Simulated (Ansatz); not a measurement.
## Worked example: self-consistent single point of TlCl (Pm-3m, 2 atoms in the cell) in Ansatz

Computed with LDA (PW92), default PAW files made with PBE (plane waves; Ansatz, a program for electronic structure).

Input:

Ansatz 0.2 input:
```yaml
crystal:
  lattice:
    - [3.82848000, 0.00000000, 0.00000000]
    - [0.00000000, 3.82848000, 0.00000000]
    - [0.00000000, 0.00000000, 3.82848000]
  atoms:
    - { symbol: Tl, position: [0.00000000, 0.00000000, 0.00000000] }
    - { symbol: Cl, position: [0.50000000, 0.50000000, 0.50000000] }
basis:
  ecutwfc: 420.0 eV
kpoints:
  mp_grid: { grid: [7, 7, 7] }
hamiltonian:
  xc: lda
  pseudopotentials: { kind: paw }
scf:
  occupations: { method: fermi_dirac, width: 0.05 eV }
output:
  forces: true
  eigenvalues: true
  stress: true
```

The program printed (abridged):

```
WARN ansatz: RAYON_NUM_THREADS=1 ignored (pool sized by the plan → 1); use --threads N
Pseudopotentials: kind: paw
Pseudopotential: Tl, paw, valence charge 13
Pseudopotential: Cl, paw, valence charge 7
Crystal: 2 atoms, lattice volume = 56.115 Å³
Basis set: ecut = 420 eV, 1045 PW (Γ)
Bands: 14, of which v1, the nominal top of the filled ones, is band 10 counted from 1 (9 counted from 0)
Symmetry: 48 space group operations
Space group: Pm-3m (ITA 221), of the structure as read, at distance tolerance 3.8e-5 Å
k-points: 20 of 343
PAW frozen core: Tl, regenerated for the run's functional, and the local potential with it
PAW frozen core: Cl, regenerated for the run's functional, and the local potential with it
Initial density: superposition of atomic densities (neutral atoms: chi_scale 0, normalization atom), corrected by the library's trained network
Initial wavefunctions: pseudopotential atomic-orbital guess
Eigensolver: davidson
Functional: x = slater, c = lda
SCF iter   1: F=—  HF=-12192.408888 eV  |F-HF|=—  |Δ(HF+E_count)|=         —  Δρ=6.92e-3  dr2=3.97e-2  ethr=1.77e-3  ⟨swp⟩=6.0  Hψ=1565  notcnv=0
all-band conjugate gradients solve this SCF's bands
preconditioner: auto → none
SCF iter   2: F=—  HF=-12192.394721 eV  |F-HF|=—  |Δ(HF+E_count)|=   1.42e-2  Δρ=2.94e-3  dr2=3.75e-3  ethr=1.99e-4  ⟨swp⟩=2.2  Hψ=612  notcnv=0
SCF iter   3: F=—  HF=-12192.393568 eV  |F-HF|=—  |Δ(HF+E_count)|=   1.15e-3  Δρ=1.14e-3  dr2=4.88e-4  ethr=1.87e-5  ⟨swp⟩=2.0  Hψ=480  notcnv=0
SCF iter   4: F=—  HF=-12192.393426 eV  |F-HF|=—  |Δ(HF+E_count)|=   1.41e-4  Δρ=3.79e-4  dr2=4.81e-5  ethr=2.44e-6  ⟨swp⟩=1.1  Hψ=282  notcnv=0
SCF iter   5: F=—  HF=-12192.393398 eV  |F-HF|=—  |Δ(HF+E_count)|=   2.87e-5  Δρ=5.06e-5  dr2=7.09e-7  ethr=2.41e-7  ⟨swp⟩=2.5  Hψ=482  notcnv=0
SCF iter   6: F=-12192.393397 eV  HF=-12192.393397 eV  |F-HF|=1.47e-9  |Δ(HF+E_count)|=   1.55e-7  Δρ=5.03e-6  dr2=9.08e-9  ethr=5.00e-10  ⟨swp⟩=5.0  Hψ=1237  notcnv=0
SCF 1 converged in 6 iterations: F = -12192.393397 eV  dr2 = 9.08e-9
SCF converged after 6 iterations
Free energy (F): -12192.393397 eV
Harris-Foulkes:  -12192.393397 eV  (|F-HF|=1.47e-9)
Internal energy: -12192.393397 eV  (E = F + TS)
E sigma→0 (E₀):  -12192.393397 eV
Fermi energy:    5.923695 eV
--- Per-component energies (eV) ---
  E_band       = -43.813035
  E_kinetic    = 491.028031
  E_local      = -1191.363819  (includes V_loc(G=0)·N_el)
  E_nonlocal   = 352.242912
  E_hartree    = 418.711590
  E_xc         = -334.327819
  E_vxc        = -263.610633  (∫ρ·V_xc dr)
  E_paw        = -10491.049602  (= ΣΔE_a)
  E_vpaw       = -269.535073  (= ΣTr[D̂ρ^β])
  E_aug_tail   = 0.000133  (compensation charges beyond the density's cutoff)
  E_ewald      = -1437.683756
  E_core_change = 0.048931  (= ΣΔE_core)
  E_smearing   = -0.000000  (= −TS)
  E_closure    = 0.000000  (closes the sum)
  Σ components = -12192.393397   (vs F -12192.393397, Δ=0.00e0)
--- Forces (eV/Å), atoms counted from 1 ---
  atom   1  Tl     0.00000000    -0.00000000     0.00000000
  atom   2  Cl     0.00000000    -0.00000000     0.00000000
  max |Σ_I F_I| component: 1.10e-29 eV/Å
--- Stress (GPa, compression-positive) ---
       -3.074612       0.000000       0.000000
        0.000000      -3.074612      -0.000000
        0.000000      -0.000000      -3.074612
  P = ⅓ Tr σ = -3.0746 GPa (-30.746 kbar)
  The stress holds the Pulay correction. Without it, at fixed plane waves, as pw.x and ABINIT print it: P = -3.0924 GPa
--- Band table (eV; the first three rows and the last of 20) ---
  k-point 0: bands = ["-8.7848", "-4.9477", "-4.9477", "-4.6952", "-4.6952", "-4.6952", "0.2235", "3.4029", "3.4029", "3.4029", "12.5210", "12.5210", "12.6069", "12.6069"]
  k-point 1: bands = ["-8.7369", "-4.9448", "-4.9131", "-4.7116", "-4.7116", "-4.6937", "0.0449", "3.4836", "3.4836", "3.5579", "10.7539", "12.3614", "12.3614", "12.6427"]
  k-point 2: bands = ["-8.6246", "-4.9382", "-4.8384", "-4.7480", "-4.7480", "-4.6904", "-0.3341", "3.6736", "3.6736", "4.0345", "8.7055", "11.8116", "11.8116", "12.9801"]
  k-point 19: bands = ["-8.2300", "-4.8776", "-4.8776", "-4.8507", "-4.6336", "-4.6336", "2.1831", "2.8794", "2.8794", "2.9634", "7.4980", "7.4980", "8.0465", "16.8318"]
```

The run converged in 6 iterations.

The starting cell has typed, rounded lattice constants, without a prior relaxation at this level. Its lattice was rescaled by up to half a per cent. Spin-orbit coupling is off. With a pressure of about -3 GPa the cell is away from its equilibrium volume at this level. Ansatz's pressure includes its estimate of the finite-basis (Pulay) stress.
